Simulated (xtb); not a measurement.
xtb 6.7.1, GFN1-xTB: Fc1c(F)c(-c2ccc[se]2)c(F)c(F)c1-c1ccc2c(c1)oc1ccccc12, 38 atoms. The geometry is a generated start, not checked to be a minimum at this level.

```
Quantity                  Result
-----------------  -------------
run flags                 --grad
method                  GFN1-xTB
--acc                1 (default)
--etemp (K)        300 (default)
basis functions              138
valence electrons            138
```

One run each on 1 thread. Values of broydamp tried: 0.02, 0.05, 0.1, 0.2, 0.4 (default), 0.6, 0.8, 1.

**Question.** How does the count of SCC iterations change with broydamp, and where is it least?

**Answer.** Fewest SCC iterations, within one of each other: 0.2 with 12, 0.4 (default) with 12, 0.6 with 13. The count rises to 21 at 1. All converge to one solution.

| broydamp | SCC iterations | end |
|---|---|---|
| 0.02 | 19 | same solution |
| 0.05 | 17 | same solution |
| 0.1 | 15 | same solution |
| 0.2 | 12 | same solution |
| 0.4 (default) | 12 | same solution |
| 0.6 | 13 | same solution |
| 0.8 | 14 | same solution |
| 1 | 21 | same solution |
